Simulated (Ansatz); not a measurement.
Partial pair distribution functions of a relaxed model of amorphous Hf₁₈O₃₉Mo, broadened by 0.06 Å; density 8.56 g/cm³. All values below come from PBE, scalar-relativistic without spin-orbit coupling (plane waves to 420 eV, PAW; Ansatz, a first-principles code).

The cell was made by melting and quenching with the CHGNet potential and then relaxed with DFT. O atoms were pushed apart under 1.9 Å during the dynamics, to hinder bonds among them. The hot cell started wider than the set density and was brought back towards it in steps. It is the lowest in DFT energy of 2 quenches. It is a model cell: composition and starting density were chosen by hand, and all elements were melted together. No dispersion term was used. Its density started from a set value of 8.65 and ended at 8.56 g/cm³. The simulated quench (nominally 300 K/ps over its main leg) is rapid and tends to freeze in more defects than a deposited or slowly cooled glass has. A cell of this size samples the disorder only roughly. Volume and shape were free in the relaxation.

```json
[
 {"r (Å)": "1.50", "g Hf-O": "0.00", "g O-Mo": "0.00", "g Hf-Hf": "0.00", "g O-O": "0.00"},
 {"r (Å)": "1.60", "g Hf-O": "0.00", "g O-Mo": "0.33", "g Hf-Hf": "0.00", "g O-O": "0.00"},
 {"r (Å)": "1.70", "g Hf-O": "0.00", "g O-Mo": "4.40", "g Hf-Hf": "0.00", "g O-O": "0.00"},
 {"r (Å)": "1.80", "g Hf-O": "0.04", "g O-Mo": "6.82", "g Hf-Hf": "0.00", "g O-O": "0.00"},
 {"r (Å)": "1.90", "g Hf-O": "0.84", "g O-Mo": "5.13", "g Hf-Hf": "0.00", "g O-O": "0.00"},
 {"r (Å)": "2.00", "g Hf-O": "4.79", "g O-Mo": "4.48", "g Hf-Hf": "0.00", "g O-O": "0.00"},
 {"r (Å)": "2.10", "g Hf-O": "7.95", "g O-Mo": "1.25", "g Hf-Hf": "0.00", "g O-O": "0.00"},
 {"r (Å)": "2.20", "g Hf-O": "4.70", "g O-Mo": "0.03", "g Hf-Hf": "0.00", "g O-O": "0.00"},
 {"r (Å)": "2.30", "g Hf-O": "1.81", "g O-Mo": "0.00", "g Hf-Hf": "0.00", "g O-O": "0.05"},
 {"r (Å)": "2.40", "g Hf-O": "0.96", "g O-Mo": "0.00", "g Hf-Hf": "0.00", "g O-O": "0.54"},
 {"r (Å)": "2.50", "g Hf-O": "0.39", "g O-Mo": "0.00", "g Hf-Hf": "0.00", "g O-O": "1.39"},
 {"r (Å)": "2.60", "g Hf-O": "0.12", "g O-Mo": "0.00", "g Hf-Hf": "0.00", "g O-O": "2.29"},
 {"r (Å)": "2.70", "g Hf-O": "0.02", "g O-Mo": "0.00", "g Hf-Hf": "0.00", "g O-O": "2.17"},
 {"r (Å)": "2.80", "g Hf-O": "0.04", "g O-Mo": "0.00", "g Hf-Hf": "0.00", "g O-O": "1.98"},
 {"r (Å)": "2.90", "g Hf-O": "0.19", "g O-Mo": "0.00", "g Hf-Hf": "0.02", "g O-O": "2.32"},
 {"r (Å)": "3.00", "g Hf-O": "0.16", "g O-Mo": "0.00", "g Hf-Hf": "0.25", "g O-O": "2.34"},
 {"r (Å)": "3.10", "g Hf-O": "0.27", "g O-Mo": "0.00", "g Hf-Hf": "0.62", "g O-O": "1.88"},
 {"r (Å)": "3.20", "g Hf-O": "0.26", "g O-Mo": "0.00", "g Hf-Hf": "2.08", "g O-O": "1.25"},
 {"r (Å)": "3.30", "g Hf-O": "0.51", "g O-Mo": "0.00", "g Hf-Hf": "3.84", "g O-O": "0.79"},
 {"r (Å)": "3.40", "g Hf-O": "0.58", "g O-Mo": "0.18", "g Hf-Hf": "3.18", "g O-O": "0.62"},
 {"r (Å)": "3.50", "g Hf-O": "0.60", "g O-Mo": "1.35", "g Hf-Hf": "1.78", "g O-O": "0.78"},
 {"r (Å)": "3.60", "g Hf-O": "0.68", "g O-Mo": "1.10", "g Hf-Hf": "2.31", "g O-O": "0.92"},
 {"r (Å)": "3.70", "g Hf-O": "0.51", "g O-Mo": "1.13", "g Hf-Hf": "1.86", "g O-O": "0.60"},
 {"r (Å)": "3.80", "g Hf-O": "0.78", "g O-Mo": "1.52", "g Hf-Hf": "1.60", "g O-O": "0.73"},
 {"r (Å)": "3.90", "g Hf-O": "1.27", "g O-Mo": "1.57", "g Hf-Hf": "1.61", "g O-O": "0.99"},
 {"r (Å)": "4.00", "g Hf-O": "1.09", "g O-Mo": "1.85", "g Hf-Hf": "1.68", "g O-O": "0.88"},
 {"r (Å)": "4.10", "g Hf-O": "1.10", "g O-Mo": "2.23", "g Hf-Hf": "0.95", "g O-O": "0.79"},
 {"r (Å)": "4.20", "g Hf-O": "1.28", "g O-Mo": "0.89", "g Hf-Hf": "0.75", "g O-O": "0.90"},
 {"r (Å)": "4.30", "g Hf-O": "1.48", "g O-Mo": "1.26", "g Hf-Hf": "0.54", "g O-O": "0.83"},
 {"r (Å)": "4.40", "g Hf-O": "1.37", "g O-Mo": "1.18", "g Hf-Hf": "0.43", "g O-O": "0.70"},
 {"r (Å)": "4.50", "g Hf-O": "1.48", "g O-Mo": "1.37", "g Hf-Hf": "0.49", "g O-O": "0.54"}
]
```

Within 2.68 Å each Hf has 6.33 O neighbours on average.
